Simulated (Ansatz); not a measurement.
The parent structure is Ge in the diamond structure (space group Fd-3m, No. 227).

```yaml
crystal:
  lattice:
    - [0.00000, 2.83808, 2.83808]
    - [2.83808, 0.00000, 2.83808]
    - [2.83808, 2.83808, 0.00000]
  atoms:
    - { symbol: Ge, position: [0.00000, 0.00000, 0.00000] }
    - { symbol: Ge, position: [0.25000, 0.25000, 0.25000] }
```

Cartesian axes are those of the cell as printed.

The values are results of DFT with PBEsol, PAW potentials and a 420 eV plane-wave cutoff in Ansatz (a quantum-chemistry and plane-wave program), no SOC, not measurements.

For the base:

```
Quantity                         Value
-----------------------------  -------
Shortest interatomic distance  2.458 Å
```

One thing is altered: compressive biaxial strain of 2.50 % in the plane normal to [111], as in epitaxy on a mismatched substrate; the out-of-plane cell vector and the atoms relax.

Problem. What does the calculation give for the shortest interatomic distance after the change?

Solution. The shortest interatomic distance shrinks by 0.040 Å (2.458 Å → 2.418 Å).

Whether these cells are dynamically stable was not tested.
